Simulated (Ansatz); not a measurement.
## PBE against r2SCAN: HfN, isotropic strain −5.99 %

Take HfN in the rock salt structure (space group Fm-3m, No. 225; a = 4.5483 Å; relaxed with 0.1 eV smearing) as the base.

(Cell as relaxed with PBE.)

Levels (all Ansatz, a quantum-chemistry and plane-wave program, PAW, earlier PAW set): PBE (420 eV, scalar-relativistic without spin-orbit coupling); r2SCAN (500 eV, no spin-orbit coupling).

Each level relaxes its own structure.

```
base                        PBE      r2SCAN
-------------------  ----------  ----------
volume per atom        11.76 Å³    11.59 Å³
lattice parameter a  8.595 bohr  8.553 bohr
band gap                   zero        zero
```

Modification: every lattice vector is shortened by 5.99 %, atoms relaxed at fixed cell.

| quantity | PBE | r2SCAN |
|---|---|---|
| energy relative to the base (free energy F) | +0.381 eV/atom | +0.401 eV/atom |
| pressure | 72.2 GPa | 77.0 GPa |

PBE's energy relative to the base lies 0.0199 eV/atom below r2SCAN's; PBE's pressure lies 4.73 GPa below r2SCAN's. Neither level is exact; r2SCAN is the comparison here, not a measurement.

Whether these cells are dynamically stable was not tested. All final runs are without spin polarisation. An odd electron count without spin: HfN.
